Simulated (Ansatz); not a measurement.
**The (111) surface of fcc Pb in its 1x1 cell, outermost plane spacing 2.91 Å in the ideal cut**

Calculation: PBE (plane waves to 420 eV, PAW; Ansatz, a first-principles code).

Model: 2-atom slab, 2.9 Å thick at the start (thin: gaps and levels are the slab's own), 12x12x1 mesh, Fermi-Dirac 0.1 eV, dipole correction, all atoms relaxed; symmetry of the start imposed; no spin, no spin-orbit, no U.

```json
{
 "surface energy (mean of both faces)": "13 meV/Å²",
 "surface_energy_before_relaxation": "0.26 J/m²",
 "work_function_of_the_top_face": "3.69 eV",
 "energy_released_by_relaxation": "0.074 eV",
 "cost": "very roughly 12 core-seconds"
}
```
